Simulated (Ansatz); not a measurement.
Base system: MoSe2 in the 2H-MoS2 type structure (space group P6_3/mmc, No. 194; a = 3.228 Å, c = 12.346 Å; layered, stacked along the Cartesian z axis).

All numbers come from plane-wave PAW DFT at the PBEsol-D3(BJ) level (Ansatz, a program for electronic structure, 420 eV), no SOC, earlier PAW set.

Perturbation: every Mo is replaced by W, then cell and atoms are relaxed.

Measured band gap: MoSe2 1.09 eV (room temperature; as listed in Carlos M. O. Bastos et al., Physical Review Materials (2019)); WSe2 1.2 eV (room temperature; as listed in Carlos M. O. Bastos et al., Physical Review Materials (2019)).

Measured lattice parameter a: MoSe2 3.289 Å (room temperature; as listed in arXiv:1605.07067); WSe2 3.282 Å (room temperature; as listed in arXiv:1605.07067).

Question: How well does PBEsol-D3(BJ) reproduce the measured shift?

Answer: With PBEsol-D3(BJ) the band gap moves by +0.14 eV (0.54 → 0.68) against +0.11 eV measured; the lattice parameter a moves by +0.003 Å (3.228 → 3.231) against -0.007 Å measured.

With W present, leaving out spin-orbit coupling can change the band edges. Stability against distortions was not tested.
